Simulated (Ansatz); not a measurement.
The starting structures come from a database of crystals and need not be the phases stable at ambient conditions.

Tunnelling through a barrier is set by its complex band structure: the current falls as exp(−2κd) with the smallest κ.

Given:

```
CELL_PARAMETERS angstrom
      7.58114     0.00000    -0.01513
      0.00000     7.72601     0.00000
      2.02675     0.00000     3.34764
ATOMIC_POSITIONS crystal
  Pb 0.74364 0.89764 0.50636
  Pb 0.25636 0.10236 0.49364
  Pb 0.75636 0.39764 0.99364
  Pb 0.24364 0.60236 0.00636
  F  0.52188 0.15230 0.72812
  F  0.47812 0.84770 0.27188
  F  0.97812 0.65230 0.77188
  F  0.02188 0.34770 0.22812
  F  0.35891 0.43112 0.39109
  F  0.64109 0.56888 0.60891
  F  0.14109 0.93112 0.10891
  F  0.85891 0.06888 0.89109
```

Space group of this cell: Pnma. The cell was relaxed by PBE-D3(BJ); by r2SCAN its mean pressure is -1.8 GPa.

Transport runs along the normal of the first two printed cell vectors.

The gap is the functional's own. No spin-orbit coupling. Mid-gap values are interpolated on the energy grid.

Question: State the band gap and the smallest decay constant κ at mid-gap according to r2SCAN run with Ansatz (a quantum-chemistry and plane-wave program).

Answer: Gap 4.82 eV on a 10×4×10 mesh; κ = 0.452 1/Å, at the zone centre.
